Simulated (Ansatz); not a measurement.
Adsorption energy and surface dipole of N on the 1x1 (111) surface of fcc Cu, one in a 2x1 cell, started at the site 'hollow Cu-Cu-Cu over Cu at depth 2.1 Å', worked from the runs' numbers; total energies count from the potentials' own zero.

Computed with PBE (plane waves to 420 eV, PAW; Ansatz, an electronic-structure program).

Model: 9-atom slab, 6.2 Å thick at the start under the adsorbate (thin: gaps and levels are the slab's own), 6x12x1 mesh, Fermi-Dirac 0.1 eV, dipole correction, 4 atoms held, the rest relaxed; symmetry of the start imposed; spin-polarised, no spin-orbit, no U, no dispersion correction. The starting moment vanished. At the end it is bonded to 3 Cu. In PBE this state lies 0.09 eV over the lowest of the starts that converged ('hollow Cu-Cu-Cu over Cu at depth 4.1 Å').

```
quantity                                                            value
----------------------------------------------------------  -------------
slab with the adsorbate                                     -53381.371 eV
clean slab, same cell and mesh                              -52999.521 eV
reference, ½ N2(g)                                            -384.013 eV
area of the cell                                                 11.41 Å²
change of the step from the bottom to the top vacuum level       1.765 eV
```

**Question.** What is the adsorption energy against this reference?

**Answer.** E(slab + adsorbate) − E(slab) − E(reference) = 2.16 eV, so in this state the adsorbate is less stable than in the reference, at a coverage of 8.76 a nm².

**Question.** What dipole does adsorption add to the slab along the outward normal (Helmholtz relation, ε₀ = 0.005526 e/(V·Å))?

**Answer.** p = −ε₀·A·ΔV = -0.111 e·Å = -0.53 D; its negative end points to the vacuum, which raises the vacuum level.
